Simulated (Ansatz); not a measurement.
# rock-salt HfN (1 1 1) on 3C silicon carbide (1 1 1) (film strained to the substrate, started from cuts of the bulks and a machine-learned relaxation; slabs C6Si6 and Hf4N4, which can lie off the formulas)

A periodic stack without vacuum, rock-salt HfN (1 1 1) on 3C silicon carbide (1 1 1) (film strained to the substrate, started from cuts of the bulks and a machine-learned relaxation; slabs C6Si6 and Hf4N4, which can lie off the formulas): substrate slab C6Si6, film Hf4N4, surface cells [[0, -1], [1, -1]] and [[0, -1], [1, -1]], film strained by -3.7 and -3.7 %, outermost planes C/Si and N/Hf as cut, which need not be the usual terminations and can put a slab off its formula.

The start was prepared with a machine-learned potential, and the result is one local minimum, with the in-plane cell held and forces under 0.04 eV/Å; the film can end far from its bulk form.

Computed with PBE (plane waves to 420 eV, PAW; Ansatz, an electronic-structure program). No spin–orbit coupling; the runs are not spin-polarised; PBE gaps are too small against experiment. Its k-point mesh 12×12×1, Fermi–Dirac width 0.05 eV.

| Item | Result |
|---|---|
| interface area | 8.3 Å² |
| period | 26.37 Å |
| heights between the nearest atoms of the two slabs at the two interfaces | 0.49 and 1.12 Å |
| Hf–Si contacts across the interfaces within 1.22 times the sum of covalent radii | 6, mean 3.24 Å |
| C–Hf contacts across the interfaces within 1.22 times the sum of covalent radii | 3, mean 2.11 Å |
| N–Si contacts across the interfaces within 1.22 times the sum of covalent radii | 3, mean 1.85 Å |
| estimate of the barrier | withheld, since the two interfaces are unlike |
| slope of the mean potential energy in the substrate | -14.9 MV/cm × e |

```yaml
crystal:
  lattice:
    - [3.09742, -0.00016, -0.07334]
    - [1.54894, 2.68198, 0.00688]
    - [-0.93647, 0.46230, 26.40858]
  atoms:
    - { symbol: C, position: [0.69174, 0.65800, 0.02546] }
    - { symbol: C, position: [0.08930, 0.95930, 0.12032] }
    - { symbol: C, position: [0.48709, 0.26065, 0.21622] }
    - { symbol: C, position: [0.88494, 0.56191, 0.31212] }
    - { symbol: C, position: [0.28277, 0.86314, 0.40807] }
    - { symbol: C, position: [0.68054, 0.16444, 0.50409] }
    - { symbol: Si, position: [0.73927, 0.63427, 0.09554] }
    - { symbol: Si, position: [0.13709, 0.93559, 0.19147] }
    - { symbol: Si, position: [0.53493, 0.23686, 0.28738] }
    - { symbol: Si, position: [0.93274, 0.53811, 0.38327] }
    - { symbol: Si, position: [0.33040, 0.83946, 0.47914] }
    - { symbol: Si, position: [0.72735, 0.14087, 0.57509] }
    - { symbol: Hf, position: [0.11836, 0.44394, 0.66724] }
    - { symbol: Hf, position: [0.51981, 0.74345, 0.76945] }
    - { symbol: Hf, position: [0.92272, 0.04238, 0.87300] }
    - { symbol: Hf, position: [0.32996, 0.33878, 0.98316] }
    - { symbol: N, position: [0.40654, 0.80143, 0.59365] }
    - { symbol: N, position: [0.81971, 0.09346, 0.71902] }
    - { symbol: N, position: [0.22187, 0.39264, 0.82199] }
    - { symbol: N, position: [0.62102, 0.69332, 0.92057] }
```
